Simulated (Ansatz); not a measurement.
Band structure of Li (Im-3m, 1 atom in the cell).

```
CELL_PARAMETERS angstrom
     -1.68096     1.68096     1.68096
      1.68096    -1.68096     1.68096
      1.68096     1.68096    -1.68096
ATOMIC_POSITIONS crystal
  Li 0.00000 0.00000 0.00000
```

Method: PBE (plane waves, PAW; Ansatz, a program for electronic structure).

Settings: kpoints.mp_grid.grid = 11 11 11; hamiltonian.xc = pbe; hamiltonian.pseudopotentials = {kind: paw} (the program's default PAW files); scf.occupations.method = gaussian; scf.occupations.width = 0.01 Ry; kpoints.band_path.npoints = 8.

The starting cell comes from a database of computed structures (which also holds hypothetical and non-ambient phases and stackings), without a prior relaxation at this level. Its lattice was rescaled by a random factor within 2.5 % of one.

Levels in eV from the Fermi level, bands 1 to 5:
```json
[
 {"point": "Γ", "1": "-46.43", "2": "-3.68", "3": "15.28", "4": "15.28", "5": "15.28"},
 {"point": "H", "1": "-46.39", "2": "5.74", "3": "5.74", "4": "5.74", "5": "8.05"},
 {"point": "N", "1": "-46.40", "2": "0.21", "3": "3.44", "4": "10.82", "5": "12.34"},
 {"point": "P", "1": "-46.40", "2": "3.49", "3": "3.49", "4": "3.49", "5": "8.98"}
]
```

Bands cross the Fermi level along this path, so the cell is metallic at this level.

Keys are those of Ansatz 0.2.
